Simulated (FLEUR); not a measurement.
A self-consistent single point of K (Im-3m, 1 atom in the cell) with FLEUR.

Method: PBE, all-electron FLAPW (FLEUR), scalar-relativistic valence run with FLEUR.

The change in words: lattice scaled by 0.98. Reference geometry:
```
CELL_PARAMETERS angstrom
     -2.64000     2.64000     2.64000
      2.64000    -2.64000     2.64000
      2.64000     2.64000    -2.64000
ATOMIC_POSITIONS crystal
  K  0.00000 0.00000 0.00000
```

Reference input (self-consistent single point, DFT, PBE, all-electron FLAPW (FLEUR), scalar-relativistic valence): Kmax = 3.8 1/bohr; GmaxXC = 15.2 1/bohr; xcFunctional = pbe; jspins = 1; l_soc = F; mode = gauss; fermiSmearingEnergy = 0.00499791 Htr; mesh (inpgen div1-3) = 9 9 9; inpgen gamma flag = false; Gmax = 15.2 1/bohr; numbands = 0; maxIterBroyd = 99. This run's input differs from it in these lines:

```diff
@@ -6,3 +6,3 @@
 0.5773502692 0.5773502692 -0.5773502692
-8.6409883830
+8.4681686154
 1.0 1.0 1.0
@@ -42,5 +42,5 @@
          <bravaisMatrix>
-            <row-1>   -4.9888769690791221     4.9888769690791221     4.9888769690791221</row-1>
-            <row-2>    4.9888769690791221    -4.9888769690791221     4.9888769690791221</row-2>
-            <row-3>    4.9888769690791221     4.9888769690791221    -4.9888769690791221</row-3>
+            <row-1>   -4.8890994297321813     4.8890994297321813     4.8890994297321813</row-1>
+            <row-2>    4.8890994297321813    -4.8890994297321813     4.8890994297321813</row-2>
+            <row-3>    4.8890994297321813     4.8890994297321813    -4.8890994297321813</row-3>
          </bravaisMatrix>
```

Output (repeated stretches shortened):

```
 Iteration:     1   Distance:       0.65745790 me/bohr^3
 Iteration:     2   Distance:       0.62244069 me/bohr^3
 Iteration:     3   Distance:       0.19555759 me/bohr^3
 Iteration:     4   Distance:       0.09265004 me/bohr^3
 Iteration:     5   Distance:       0.02839660 me/bohr^3
   [... 2 lines left out ...]
 Iteration:     8   Distance:       0.00016327 me/bohr^3
 Iteration:     9   Distance:       0.00011170 me/bohr^3
 Iteration:    10   Distance:       0.00002740 me/bohr^3
 Iteration:    11   Distance:       0.00000091 me/bohr^3
 Run finished successfully
 Stop message:
   Structural relaxation: Done

[file out, last iteration]
             iter=     12
[...]
          total density-effective poten   -9.5662597355E+02
          total charge density-energy d   -3.3411757547E+01
 Updated energy parameters for spin:           1
[...]
 fermi energy and band-weighting factors:

[...]
FERMIE:
          first approx. to ef    (T=0)  :   0.041897 htr   (energy of the highest occ. eigenvalue)
          number of occ. states  (T=0)  :        157
          first approx. to seigv (T=0)  :  -5.425728 htr
          sum of weights of occ. states :   4.506173
          sum of semicore charge        :   0.000000 e
          fermi energy=   0.04467 har   work function=  -1.21542 ev
          number of valence electrons=   9.00000
     band-weighting factor for spin=    1
   [... lines left out ...]
          total moment                 =     0.00000
 Direct bandgap for spin            1 :    7.0421953321724934E-002  Htr
   [... lines left out ...]
 ---->    (input%tkb*entropy) TS=              0.0000000000 htr
 ---->    free energy=                      -602.1272087769 htr
      extrapolation for T->0
 ---->    total electron energy=            -602.1272087769 htr
 ***** TOTAL FORCES ON ATOMS *****
 TOTAL FORCE FOR ATOM TYPE=  1  X=  0.000   Y=  0.000   Z=  0.000
                       FX_TOT= 0.000000 FY_TOT= 0.000000 FZ_TOT= 0.000000
 Structural relaxation: Done
```

The run converged in 11 iterations. FLEUR gives forces in its relaxation mode, with a further iteration, so its stop message speaks of a relaxation. Against the reference run the total energy goes up by 3.1 meV/atom.

The starting cell has typed, rounded lattice constants, without a prior relaxation at this level. For this run, on top of that: lattice scaled by 0.98. Values depend on the basis (sphere radii, cutoffs, local orbitals), which need not be converged. The log's line on a gap gives a spacing of levels on this mesh, which the program prints for metals too.

Cost on one core of a shared machine: roughly 40 s.
